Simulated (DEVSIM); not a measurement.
Structure: Co/Al2O3/SiO2/n-Si capacitor, at 250 K.

Layer 1 from the left is Al2O3, thickness (nm) 24.0. Layer 2 from the left is SiO2, thickness (nm) 0.940. Layer 3 from the left is Si, thickness (nm) 970, Nd (cm⁻³) 3.5e17.

Metal gate on the left, work function 5 eV. Fixed charge at the semiconductor interface 1.4e12 cm⁻² (in units of +e); no interface traps.

Constants are typed, rounded textbook-type inputs, not results; the design itself was drawn at random and stands for no fabricated device. Values at 300 K; Nc and Nv go as T^1.5, mobilities as T to minus their exponent, the gap by Varshni's rule with the affinity fixed.

Al2O3: gap (eV) 6.8, affinity (eV) 1.35, permittivity 9. SiO2: gap (eV) 9, affinity (eV) 0.9, permittivity 3.9. Si: gap (eV) 1.124, affinity (eV) 4.05, permittivity 11.7, Nc (cm⁻³) 2.86e19, Nv (cm⁻³) 3.1e19, Varshni α (eV/K) 0.000473, Varshni β (K) 636.

DEVSIM, 1D Poisson equation in equilibrium, Boltzmann statistics, complete ionisation; no quantum confinement or tunnelling. Metal contacts follow the ideal Schottky-Mott rule: no Fermi-level pinning, no interface dipoles.

What does the simulation give for the minimum of the low-frequency capacitance, the flat-band voltage?

minimum of the low-frequency capacitance 0.117 μF/cm²; flat-band voltage 0.12 V.
